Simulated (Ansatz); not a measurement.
**Response to strain in MgS**

Take MgS in the rock salt structure (space group Fm-3m, No. 225; a = 5.230 Å) as the base.

Strains are applied to the cell and any free atomic positions relax.

Computed with PBE (Ansatz, a program for electronic structure; PAW; 420 eV plane waves; no SOC).

Candidates:
(a) isotropic strain +1.00 %
(b) isotropic strain +0.50 %
(c) isotropic strain +2.00 %

For the base:

| Item | Result |
|---|---|
| Smallest direct gap | 3.60 eV |

### Question
Order them by smallest direct gap, highest first.

### Answer
(b) isotropic strain +0.50 % (3.49 eV), (a) isotropic strain +1.00 % (3.38 eV), (c) isotropic strain +2.00 % (3.16 eV)

Whether these cells are dynamically stable was not tested.
